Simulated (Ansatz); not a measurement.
KF (Pm-3m, No. 221, 2 atoms in the cell; start mp-8454; a measured phase of this formula has another space group), treated with r²SCAN+rVV10 in Ansatz (PAW).

The input as run:

Ansatz 0.2 input:
```yaml
crystal:
  lattice:
    - [3.1326117816, 0.0, 0.0]
    - [0.0, 3.1326117816, 0.0]
    - [0.0, 0.0, 3.1326117816]
  atoms:
    - { symbol: K, position: [0.0, 0.0, 0.0] }
    - { symbol: F, position: [0.5, 0.5, 0.5] }
basis:
  ecutwfc: 560
  ecutrho_ratio: 4
  xc_grid: 3
kpoints:
  mp_grid: { grid: [10, 10, 10] }
hamiltonian:
  xc: r2scan
  dispersion: rvv10
  pseudopotentials: { kind: paw }
scf:
  occupations: { method: fermi_dirac, width: 0.01 }
output:
  forces: true
  stress: true
  eigenvalues: true
relax:
  f_tol: 0.004
  escape_saddle: false
  max_steps: 80
```

Output (set-up and result lines):

```
WARN output.stress: scf.convergence.dr2_threshold = 1e-7 eV (the SCF's general default) is looser than the 2e-10 eV advised for a printed stress (1e-10 eV for …
Relaxation: its limit of steps is 80 (relax.max_steps)
Crystal: 2 atoms, lattice volume = 30.741 Å³
Basis set: ecut = 560 eV, 925 PW (Γ), exchange–correlation on 75×75×75 points (27 copies of the dense FFT grid, shifted against one another)
Bands: 12, of which v1, the nominal top of the filled ones, is band 8 counted from 1 (7 counted from 0)
Symmetry: 48 space group operations
Space group: Pm-3m (ITA 221), of the structure as read, at distance tolerance 3.1e-5 Å
k-points: 56 of 1000
Functional: x = r2scan, c = r2scan + rvv10(b = 11.95, C = 0.0093); τ floored in thin density (d = 2e-4 eV/Å³)
SCF iter   1: F=—  HF=-2354.004849 eV  |F-HF|=—  |Δ(HF+E_count)|=         —  Δρ=5.67e-3  dr2=7.69e-3  dr2_τ=2.53e-2
SCF iter   2: F=—  HF=-2354.043821 eV  |F-HF|=—  |Δ(HF+E_count)|=   3.90e-2  Δρ=3.92e-3  dr2=1.44e-3  dr2_τ=3.47e-4
  ...
SCF 1 converged in 6 iterations: F = -2354.043523 eV  dr2 = 2.55e-8
Crystal: 2 atoms, lattice volume = 30.741 Å³
Initial density: handed on by an earlier stage of this run
SCF iter   1: F=—  HF=-2354.043523 eV  |F-HF|=—  |Δ(HF+E_count)|=         —  Δρ=1.26e-5  dr2=2.55e-8  dr2_τ=3.08e-9
SCF iter   2: F=-2354.043523 eV  HF=-2354.043523 eV  |F-HF|=1.26e-9  |Δ(HF+E_count)|=  3.71e-10  Δρ=7.63e-6  dr2=3.93e-9  dr2_τ=1.45e-9
SCF 2 converged in 2 iterations: F = -2354.043523 eV  dr2 = 3.93e-9
SCF converged after 2 iterations
Free energy (F): -2354.043523 eV
Internal energy: -2354.043523 eV  (E = F + TS)
E sigma→0 (E₀):  -2354.043523 eV
Fermi energy:    7.107570 eV
--- Stress (GPa, compression-positive) ---
        0.977761       0.000000       0.000000
        0.000000       0.977761      -0.000000
        0.000000      -0.000000       0.977761
  P = ⅓ Tr σ = 0.9778 GPa (9.778 kbar)
```

The cell is one volume of an energy–volume scan, off the minimum.

The PAW data were made under PBE.

Note: the relaxation could not lower the start's symmetry, so the cell can be a saddle point above a distorted one.

A start named mp-… is a Materials Project structure, which need not be a measured phase.

Ansatz is a program for electronic structure.
